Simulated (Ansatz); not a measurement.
Take TiSi$_{2}$ (space group Cmcm, No. 63; a = 3.546 Å, b = 13.563 Å, c = 3.580 Å) as the base. Axes: x, y, z lie along a, b, c of the conventional cell.

(Cell as relaxed with PBE.)

Levels (all Ansatz, a program for electronic structure, PAW): PBE (420 eV, no spin-orbit coupling); r2SCAN (500 eV, no SOC).

Each level relaxes its own structure.

```tsv
base	PBE	r2SCAN
volume per atom	14.35 Å³	14.16 Å³
band gap	zero	zero
```

The change: biaxial strain −2.91 %, plane normal [001], relaxed out of plane (Cartesian); in-plane vectors clamped, the third vector and the atoms free.

```tsv
quantity	PBE	r2SCAN
band gap	zero	…
shortest interatomic distance	2.407 Å	…
pressure (mean of the normal stresses, compression positive)	5.4 GPa	…
```

What does r2SCAN give?


- band gap, r2SCAN: zero
- shortest interatomic distance, r2SCAN: 2.383 Å
- pressure (mean of the normal stresses, compression positive), r2SCAN: 5.8 GPa

PBE's shortest interatomic distance lies 0.024 Å above r2SCAN's (1.0 %); PBE's pressure lies 0.4 GPa below r2SCAN's; the two agree on the band gap. Neither level is exact; r2SCAN is the comparison here, not a measurement.

No phonon test of stability was made. The final runs are not spin-polarised.
